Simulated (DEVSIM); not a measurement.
Device: double heterostructure, GaAs between p- and n-type In0.49Ga0.51P, at 300 K.

| layer (left to right) | material | thickness (μm) | Nd (cm⁻³) | Na (cm⁻³) | τn (s) | τp (s) |
|---|---|---|---|---|---|---|
| 1 | In0.49Ga0.51P | 0.590 | - | 1.9e18 | 3.4e-9 | 3.4e-9 |
| 2 | GaAs | 0.370 | 5.8e15 | - | 3.4e-9 | 3.4e-9 |
| 3 | In0.49Ga0.51P | 0.600 | 1.7e17 | - | 3.4e-9 | 3.4e-9 |

Left contact: ohmic. Right contact: ohmic. Voltage is applied to the left contact. Recombination: SRH at mid-gap, radiative, Auger. Mobility is constant in doping.

Constants are typed, rounded textbook-type inputs, not results; the design itself was drawn at random and stands for no fabricated device. Values at 300 K.

| parameter | In0.49Ga0.51P | GaAs |
|---|---|---|
| gap (eV) | 1.89 | 1.424 |
| affinity (eV) | 4 | 4.07 |
| permittivity | 11.8 | 12.9 |
| Nc (cm⁻³) | 9e17 | 4.7e17 |
| Nv (cm⁻³) | 1.3e19 | 9e18 |
| μn (cm²/Vs) | 1500 | 8500 |
| μp (cm²/Vs) | 80 | 400 |
| B (cm³/s) | 1e-10 | 2e-10 |
| Cn (cm⁶/s) | 3e-30 | 1e-30 |
| Cp (cm⁶/s) | 3e-30 | 1e-30 |

Simulated with DEVSIM: 1D drift-diffusion, Boltzmann statistics, complete ionisation; no tunnelling, impact ionisation, image-force lowering or self-heating. Band offsets follow the typed affinities; no thermionic-emission limit at abrupt steps, no polarisation charge.

Give the dark forward current.


| V (V) | J (A/cm²) |
|---|---|
| 0.05 | 2.1e-10 |
| 0.15 | 2.2e-9 |
| 0.20 | 6.2e-9 |
| 0.30 | 4.7e-8 |
| 0.35 | 1.3e-7 |
| 0.45 | 1.0e-6 |
| 0.50 | 2.8e-6 |
| 0.60 | 2.2e-5 |
| 0.70 | 0.00017 |
| 0.75 | 0.00050 |
| 0.85 | 0.0044 |
| 0.90 | 0.014 |
| 1.00 | 0.15 |
| 1.10 | 2.1 |
| 1.15 | 6.7 |
| 1.25 | 41 |
| 1.30 | 88 |
| 1.40 | 380 |
| 1.45 | 790 |
| 1.55 | 3300 |
